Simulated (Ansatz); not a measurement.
**BaInHO₂ (model structure, started from the SrVO2H type, P4/mmm, No. 123, 5 atoms in the cell)**

Computed with LDA (Ansatz, a quantum-chemistry and plane-wave program, PAW).

Numerical settings: plane-wave cutoff 520 eV, 8×8×10 k mesh (along the axes of the cell as run), Fermi–Dirac smearing 0.01 eV, scalar-relativistic PAW data made under PBE.

Cell (relaxed at this level):

```
BaInHO2
1.0
    4.24130     0.00000     0.00000
    0.00000     4.24130     0.00000
    0.00000     0.00000     3.83565
Ba In O H
1 1 2 1
Direct
  0.50000   0.50000   0.50000
  0.00000   0.00000   0.00000
  0.50000   0.00000   0.00000
  0.00000   0.50000   0.00000
  0.00000   0.00000   0.50000
```

* **band gap**: 0.73 eV
* **smallest direct gap on the k points sampled**: 1.32 eV
* **Γ–Γ gap**: 4.66 eV

Note: the relaxation could raise the start's symmetry but not lower it, so the cell can be a saddle point.

Spin–orbit coupling is not included.

The computed numbers hold no vibrational or temperature effects.

Computing time: about 14 core-seconds (a rough figure).

A model structure was made by putting elements into a prototype or built by hand; it is no filed structure, need not be a known phase, and can be a saddle point held by its symmetry.
